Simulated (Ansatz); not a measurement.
**alpha quartz: the defect O interstitial + H interstitial + H interstitial**

Method: PBE, PAW (plane waves to 420 eV; Ansatz, a first-principles code). Cell: 72 sites, 2×2×2; final energies on a 2×2×2 Γ-centred mesh. Site at the start: a built cluster, 1.6 Å across. Finite-size correction: monopole term and site-potential alignment. Dielectric constants: PBE linear response of the host. Host gap at this level: 5.68 eV. These values are not converged in cell size to better than tenths of an eV. PBE underestimates the host's gap, which shifts levels and can delocalise carriers. Spin–orbit coupling is left out. Each state is the lowest found from its start.

Formation energies E_f are given with the Fermi level at the valence-band maximum. Chemical conditions: O-rich (Δμ(O) = 0.00 eV, Δμ(H) = -1.25 eV, bounded by H2O molecule; only phases computed here count, gases as isolated molecules at 0 K). Reference phases: H: H2 molecule in a box, O: O2 molecule in a box.

```json
[
 {"charge": "+1†", "moment (μB)": "1.0", "point group": "–", "largest move off a lattice site (Å)": "1.02", "image correction with alignment (eV)": "0.44", "E_f, O-rich (eV)": "–", "above the lowest spin state (eV)": "0.00"},
 {"charge": "0", "moment (μB)": "0.0", "point group": "C1", "largest move off a lattice site (Å)": "1.05", "image correction with alignment (eV)": "0.00", "E_f, O-rich (eV)": "1.21", "above the lowest spin state (eV)": "0.00"},
 {"charge": "0", "moment (μB)": "not spin-polarised", "point group": "C1", "largest move off a lattice site (Å)": "1.05", "image correction with alignment (eV)": "0.00", "E_f, O-rich (eV)": "1.21", "above the lowest spin state (eV)": "0.00"},
 {"charge": "−1*", "moment (μB)": "quenched", "point group": "C1", "largest move off a lattice site (Å)": "1.07", "image correction with alignment (eV)": "–", "E_f, O-rich (eV)": "–", "above the lowest spin state (eV)": "0.00"}
]
```

* At this level the carrier isn't localised at the defect: at charge −1 electrons occupy the conduction band. Such a state is shallow or no state of the defect, and this cell gives it no level.

† Not settled in this cell, so no level is given: charge +1: level within 0.1 eV of a band edge or past it.

Point groups are those of the whole cell at tolerances of 0.03 and 0.1 Å ("near" where only the looser one holds); none is given for unsettled states.

Starting moments that weren't kept: charge 0 began with 2 μB and ended with 0.0; charge −1 began with 1 μB and ended with 0.0.

Flagged in the runs: a doubtful potential alignment, a host whose relaxation on this sampling wasn't shown to rest, a strain field that reaches the edge of the cell.
